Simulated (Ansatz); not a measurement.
Consider this model of amorphous IGZO (In12Ga6Zn6O33).

```xyz
57
Lattice="9.2889 0.0000 0.0000 0.0000 9.2889 0.0000 0.0000 0.0000 9.2889" Properties=species:S:1:pos:R:3 pbc="T T T"
In     8.0528     7.7036     6.2575
In     0.9804     4.2114     3.2702
In     8.1754     5.3488     0.4681
In     4.7053     8.6267     6.4560
In     1.8396     3.2841     0.1604
In     5.5968     0.3889     3.4761
In     4.5873     4.5047     1.5122
In     1.7139     9.1493     7.9640
In     8.4962     7.7971     2.6402
In     2.3935     7.7235     4.6432
In     8.3237     1.8188     4.5656
In     5.3448     7.6349     0.2008
Ga     1.0834     6.0020     7.4254
Ga     6.3084     2.2264     7.0200
Ga     2.5449     1.8337     4.6741
Ga     5.2288     6.2115     4.7296
Ga     4.6296     1.2619     0.1694
Ga     1.0870     0.6468     1.9721
Zn     7.4644     2.5046     1.3166
Zn     7.7991     9.2092     8.9878
Zn     7.9253     4.5932     5.9713
Zn     5.2801     3.1428     4.3272
Zn     2.0431     6.5893     1.2822
Zn     3.4729     4.3778     6.4443
O      1.4812     7.2290     8.7679
O      2.5370     0.2647     5.8321
O      6.4254     1.5087     8.7625
O      5.2708     3.6288     6.2879
O      7.8836     8.8937     4.3256
O      8.5779     0.4082     1.4985
O      6.3215     7.9142     7.6254
O      0.9985     1.7052     3.5182
O      8.5270     5.6558     7.6309
O      3.9954     1.7861     3.5752
O      6.5106     4.1909     0.8407
O      4.9171     4.8734     3.5542
O      8.5521     3.9368     4.2308
O      2.2628     3.6078     5.0445
O      3.9686     6.3970     0.9182
O      4.6207     7.9807     4.2266
O      3.9653     2.9451     0.1319
O      2.0618     4.4917     7.7701
O      8.9764     9.1966     7.4336
O      9.1880     3.4628     0.9435
O      5.1471     0.0415     1.4541
O      6.7412     2.1250     3.1583
O      8.0173     2.6625     6.4933
O      6.9975     6.2226     5.2040
O      3.8698     9.1952     8.3093
O      7.3334     7.3064     0.8976
O      1.6037     8.2452     2.7248
O      3.7739     6.4457     6.0002
O      5.8307     0.9176     5.7296
O      1.8650     1.1512     0.3847
O      0.1911     6.0306     2.1335
O      2.4296     4.4970     1.8487
O      0.8262     6.8633     5.7483
```

Computed with PBE, scalar-relativistic without spin-orbit coupling (plane waves to 420 eV, PAW; Ansatz, a program for electronic structure).

It comes from a melt-quench run on a machine-learned potential (CHGNet), relaxed afterwards by DFT. O atoms were pushed apart under 1.9 Å during the dynamics, to hinder bonds among them. The hot cell started wider than the set density and was brought back towards it in steps. It is the lowest in DFT energy of 2 quenches. It is a model cell: composition and starting density were chosen by hand, and all elements were melted together. No dispersion term was used. Its density started from a set value of 5.63 and ended at 5.63 g/cm³. The quench (nominally 84 K/ps over its main leg) was far faster than any real one, so the model tends to hold more defects than a real film. One small periodic cell is one sample of the glass; other quenches scatter about these values. The volume was held where the preparation left it, at a PBE pressure of 0.9 GPa. Stress components on the final sampling reach 2.3 GPa.

Bonds are counted up to In-In 3.12 Å, In-Ga 2.90 Å, In-Zn 2.90 Å, In-O 2.74 Å, Ga-Ga 2.68 Å, Ga-Zn 2.68 Å, Ga-O 2.16 Å, Zn-Zn 2.68 Å, Zn-O 2.54 Å, O-O 1.58 Å. Two cations that share two anions don't count as bonded, nor two that share one unless they lie closer than In-In 3.04 Å, In-Ga 2.82 Å, In-Zn 2.82 Å, Ga-Ga 2.61 Å, Ga-Zn 2.61 Å, Zn-Zn 2.61 Å.

**Question.** Give the coordination numbers, mean bond lengths and angles.

**Answer.** 
The mean coordination of In by anions comes out as 5.33 (8 with 5, 4 with 6). The mean coordination of Ga by anions is 4.00 (6 with 4) and the mean coordination of Zn by anions is 4.50 (3 with 4, 3 with 5). The mean coordination of O is 3.48 (17 with 3, 16 with 4) and the mean In-O bond is 2.199 Å (spread 0.140 Å, 64 counted). The mean Zn-O bond comes out as 2.082 Å (spread 0.136 Å, 27 counted) and the mean Ga-O bond comes out as 1.879 Å (spread 0.046 Å, 24 counted). The bond angle at In is mean 104.4°, spread 27.4°. The bond angle at Ga comes out as mean 108.9°, spread 12.1° and the bond angle at Zn is mean 107.4°, spread 22.6°. The bond angle at O is mean 110.9°, spread 16.8°.

**Question.** List the pairs of like atoms that count as bonded by the rules above.

**Answer.** There are none by these rules.
